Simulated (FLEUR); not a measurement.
Input and output of a self-consistent single point for InRh (P1, 2 atoms in the cell) (FLEUR).

Method of the run: PBEsol, all-electron FLAPW (FLEUR), scalar-relativistic valence.

The change in words: atoms moved at random. Reference geometry:
```
CELL_PARAMETERS angstrom
      3.20968     0.00000     0.00000
      0.00000     3.20968     0.00000
      0.00000     0.00000     3.20968
ATOMIC_POSITIONS crystal
  In 0.00000 0.00000 0.00000
  Rh 0.50000 0.50000 0.50000
```

Reference input (self-consistent single point, DFT, PBEsol, all-electron FLAPW (FLEUR), scalar-relativistic valence): Kmax = 4.1 1/bohr; GmaxXC = 16.4 1/bohr; xcFunctional = PBEs; jspins = 1; l_soc = F; mode = gauss; fermiSmearingEnergy = 0.00734986 Htr; mesh (inpgen div1-3) = 10 10 10; inpgen gamma flag = true; Gmax = 16.4 1/bohr; numbands = 0; maxIterBroyd = 15. This run's input differs from it in these lines:

```diff
@@ -10,4 +10,4 @@
 2
-49 0.0000000000 0.0000000000 0.0000000000
-45 0.5000000000 0.5000000000 0.5000000000
+49 -0.0074850000 0.0048990000 0.0121520000
+45 0.5074850000 0.4951010000 0.4878480000
 
@@ -79,3 +79,3 @@
       <atomGroup species="Indium (In)">
-         <relPos label="                   1">.0000000000 .0000000000 .0000000000</relPos>
+         <relPos label="                   1">-.0074850000 .0048990000 .0121520000</relPos>
          <force calculate="T" relaxXYZ="TTT"/>
@@ -83,3 +83,3 @@
       <atomGroup species="Rhodium (Rh)">
-         <relPos label="                   2">1.000/2.000 1.000/2.000 1.000/2.000</relPos>
+         <relPos label="                   2">-.4925150000 .4951010000 .4878480000</relPos>
          <force calculate="T" relaxXYZ="TTT"/>
```

The program printed (abridged):

```
 Iteration:     1   Distance:       8.11558575 me/bohr^3
 Iteration:     2   Distance:       7.20215519 me/bohr^3
 Iteration:     3   Distance:       3.36817592 me/bohr^3
 Iteration:     4   Distance:       2.23513409 me/bohr^3
 Iteration:     5   Distance:       2.43763383 me/bohr^3
   [... 10 lines left out ...]
 Iteration:    16   Distance:       0.00007434 me/bohr^3
 Iteration:    17   Distance:       0.00004098 me/bohr^3
 Iteration:    18   Distance:       0.00001886 me/bohr^3
 Iteration:    19   Distance:       0.00000369 me/bohr^3
 Reset of history
 Run finished successfully
 Stop message:
   Structural relaxation: new displacements generated

[file out, last iteration]
             iter=     20
[...]
          total density-effective poten   -1.7542292441E+04
          total charge density-energy d   -2.9403937406E+02
 Updated energy parameters for spin:           1
[...]
 fermi energy and band-weighting factors:

[...]
FERMIE:
          first approx. to ef    (T=0)  :   0.454260 htr   (energy of the highest occ. eigenvalue)
          number of occ. states  (T=0)  :       7058
          first approx. to seigv (T=0)  :  -4.265930 htr
          sum of weights of occ. states :  14.000000
          sum of semicore charge        :   0.000000 e
          fermi energy=   0.45310 har   work function= -12.32951 ev
          number of valence electrons=  28.00000
   [... lines left out ...]
     k-point=  147
     k-point=  148
     k-point=  149
     k-point=  150
     k-point=  151
     k-point=  152
     k-point=  153
     k-point=  154
     k-point=  155
     k-point=  156
     k-point=  157
     k-point=  158
     k-point=  159
     k-point=  160
     k-point=  161
     k-point=  162
     k-point=  163
     k-point=  164
     k-point=  165
      0.002 0.002 0.002 0.002 0.002 0.002 0.002 0.002 0.002 0.002 0.002 0.002 0.002 0
```

The run converged in 19 iterations. FLEUR gives forces in its relaxation mode, with a further iteration, so its stop message speaks of a relaxation. Against the reference run the total energy rises by 13.8 meV/atom and the largest force goes from 0.000 to 0.577 eV/Å.

The starting cell comes from a database of computed structures (which also holds hypothetical and non-ambient phases and stackings), without a prior relaxation at this level. For this run, on top of that: atoms moved at random. Spin polarisation is off. Values depend on the basis (sphere radii, cutoffs, local orbitals), which need not be converged.

Cost on one core of a shared machine: roughly 20 min.
